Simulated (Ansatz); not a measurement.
System: rutile MgH2. Method: G0W0@PBE (Ansatz, a first-principles code, hard PAW, contour deformation).

The cell has the measured lattice parameters. Conventional cell: a = 4.5010 Å, b = 4.5010 Å, c = 3.0100 Å, α = 90.00°, β = 90.00°, γ = 90.00°.

The quasiparticle gap at Γ at a fixed k mesh 2×2×2:

```tsv
response cutoff	value (eV)
200 eV, 720 empty bands	6.796
250 eV, 1006 empty bands	6.816
300 eV, 1322 empty bands	6.827
400 eV, 2035 empty bands	6.839
```

Question: Taking the value to converge with the response cutoff E as E^(−3/2), extrapolate from the last two rows.

Answer: With y = y∞ + c/w and weights w = 5196 and 8000 for the last two rows, y∞ = (w2 y2 − w1 y1)/(w2 − w1) = (8000 × 6.839 − 5196 × 6.827)/2804 = 6.861 eV, which lies 0.022 beyond the last row. Successive pairs of rows give 6.866, 6.862, 6.861. The limit also hangs on the law assumed, so its last digits aren't firm.

The other settings are not extrapolated, so this is the limit in one setting alone.

The smallest gap on this mesh is 5.95 eV, away from Γ.
